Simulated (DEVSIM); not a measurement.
Device: abrupt GaAs p-n junction, at 250 K.

Layer 1 from the left is GaAs, thickness (μm) 0.890, Na (cm⁻³) 1.5e15, τn (s) 6.4e-10, τp (s) 6.4e-10. Layer 2 from the left is GaAs, thickness (μm) 260, Nd (cm⁻³) 7.2e15, τn (s) 6.4e-10, τp (s) 6.4e-10.

Left contact: ohmic. Right contact: ohmic. Voltage is applied to the left contact. Recombination: SRH at mid-gap. Mobility is constant in doping.

This is a model device: material constants are rounded textbook-type values typed into the input, and sizes, dopings and lifetimes were drawn at random. Values at 300 K; Nc and Nv go as T^1.5, mobilities as T to minus their exponent, the gap by Varshni's rule with the affinity fixed.

GaAs: gap (eV) 1.424, affinity (eV) 4.07, permittivity 12.9, Nc (cm⁻³) 4.7e17, Nv (cm⁻³) 9e18, μn (cm²/Vs) 8500, μp (cm²/Vs) 400, T exponent of μn 2.1, T exponent of μp 2.2, Varshni α (eV/K) 0.000541, Varshni β (K) 204.

Model (solved in DEVSIM): 1D drift-diffusion, Boltzmann statistics, complete ionisation; no tunnelling, impact ionisation, image-force lowering or self-heating.

### Question
What does the simulation give for the largest field in the device at zero bias, the dark forward voltage at 1 A/cm², the potential step across the device at zero bias, the dark forward voltage at 100 A/cm²?

### Answer
largest field in the device at zero bias 20000 V/cm; dark forward voltage at 1 A/cm² 0.995 V; potential step across the device at zero bias 1.180 V; dark forward voltage at 100 A/cm² 1.283 V.
